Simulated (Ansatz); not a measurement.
A user runs Ansatz (an electronic-structure program) on ScPd (Pm-3m, 2 atoms in the cell) and asks whether the run is sound. The aim is a self-consistent single point with DFT, PBEsol, plane waves, default PAW files made with PBE.

Cell that was meant: a = 3.2390 Å, b = 3.2390 Å, c = 3.2390 Å, α = 90.00°, β = 90.00°, γ = 90.00°.

Part of the input:

Ansatz 0.2 input:
```yaml
    - [0.00000000, 3.23900800, 0.00000000]
    - [0.00000000, 0.00000000, 3.23900800]
  atoms:
    - { symbol: Pd, position_ang: [0.00000000, 0.00000000, 0.00000000] }
    - { symbol: Sc, position_ang: [0.49999919, 0.49999919, 0.49999919] }
kpoints:
  mp_grid: { grid: [7, 7, 7] }
hamiltonian:
```

Output (repeated stretches shortened):

```
WARN basis.ecutwfc = 420 eV, the default
WARN ansatz: RAYON_NUM_THREADS=1 ignored (pool sized by the plan → 1); use --threads N
   [... lines left out ...]
PAW frozen core: Sc, regenerated for the run's functional, and the local potential with it
Initial density: superposition of atomic densities (neutral atoms: chi_scale 0, normalization atom), corrected by the library's trained network
Initial wavefunctions: pseudopotential atomic-orbital guess
Eigensolver: davidson
Functional: x = pbesol(κ = 0.804, μ = 0.12345679012345678), c = pbesol(β = 0.046)
SCF iter   1: F=—  HF=-25339.882338 eV  |F-HF|=—  |Δ(HF+E_count)|=         —  Δρ=9.31e0  dr2=2.28e4  ethr=1.77e-3  ⟨swp⟩=65.8  Hψ=31532  notcnv=0  defer=62
all-band conjugate gradients solve this SCF's bands
preconditioner: auto → LDOS
SCF iter   2: F=—  HF=-11583.588502 eV  |F-HF|=—  |Δ(HF+E_count)|=    1.38e4  S|Δr|=    0.00e0  Δρ=5.32e0  dr2=5.65e3  ethr=1.77e-3  ⟨swp⟩=43.4  Hψ=30325  notcnv=18  defer=179
   [... lines left out ...]
SCF iter  10: F=—  HF=-8675.097254 eV  |F-HF|=—  |Δ(HF+E_count)|=   1.16e-4  S|Δr|=    0.00e0  Δρ=2.58e-4  dr2=2.85e-5  ethr=2.04e-6  ⟨swp⟩=2.8  Hψ=1451  notcnv=0  defer=4
SCF iter  11: F=—  HF=-8675.097235 eV  |F-HF|=—  |Δ(HF+E_count)|=   1.96e-5  S|Δr|=    0.00e0  Δρ=8.14e-5  dr2=2.71e-6  ethr=9.84e-8  ⟨swp⟩=2.3  Hψ=1081  notcnv=0  defer=4
SCF iter  12: F=-8675.097234 eV  HF=-8675.097234 eV  |F-HF|=6.50e-9  |Δ(HF+E_count)|=   6.42e-7  S|Δr|=    0.00e0  Δρ=1.15e-5  dr2=2.26e-8  ethr=3.45e-10  ⟨swp⟩=10.2  Hψ=7274  notcnv=0
SCF 1 converged in 12 iterations: F = -8675.097234 eV  dr2 = 2.26e-8
Stability not checked (fill_not_monotonic)
Free energy (F): -8675.097234 eV
Internal energy: -8675.090211 eV  (E = F + TS)
E sigma→0 (E₀):  -8675.094893 eV
Entropy (-TS):   -0.007023 eV (-3.511 meV/atom)
Fermi energy:    16.989527 eV
--- Forces (eV/Å), atoms counted from 1 ---
  atom   1  Pd  -952.21672356  -952.21672356  -952.21672356
  atom   2  Sc   952.21661823   952.21661823   952.21661823
--- Stress (GPa, compression-positive) ---
     2266.315944    2243.583513    2243.583513
     2243.583513    2266.315944    2243.583513
     2243.583513    2243.583513    2266.315944
  P = ⅓ Tr σ = 2266.3159 GPa (22663.159 kbar)
  The stress holds the Pulay correction. Without it, at fixed plane waves, as pw.x and ABINIT print it: P = 2253.2926 GPa
```

Q: Is anything amiss in this input, and did it matter?

A: The run is not sound. The fault is this: fractional positions typed under position_ang. The same three numbers mean different points as fractional and as Cartesian coordinates. To fix it, make label and numbers agree, by changing either. The run converged in 12 iterations without an error; against the sound input the free energy rises by 172 eV/atom, the pressure goes from 3.86 to 2266 GPa and the largest force goes from 0.000 to 1649 eV/Å.

An input that runs soundly differs in these lines (not the only fix; some lines may just follow from the change or write a value another way):
```diff
-    - { symbol: Pd, position_ang: [0.00000000, 0.00000000, 0.00000000] }
-    - { symbol: Sc, position_ang: [0.49999919, 0.49999919, 0.49999919] }
+    - { symbol: Pd, position: [0.00000000, 0.00000000, 0.00000000] }
+    - { symbol: Sc, position: [0.50000000, 0.50000000, 0.50000000] }
```

With that input, the run converged in 5 iterations: free energy E − TS (on the zero of these files) -9019.7585 eV; Fermi level (on the code's own zero) 16.02 eV; pressure 3.86 GPa (DFT, PBEsol, plane waves, default PAW files made with PBE).

On the sound input: the starting cell comes from a database of published, mostly measured structures (it also holds non-ambient and calculated ones), without a prior relaxation at this level. Its lattice was rescaled by a random factor within 2.5 % of one. Spin polarisation is off. With a pressure of about 4 GPa the cell is away from its equilibrium volume at this level. Ansatz's pressure includes its estimate of the finite-basis (Pulay) stress.
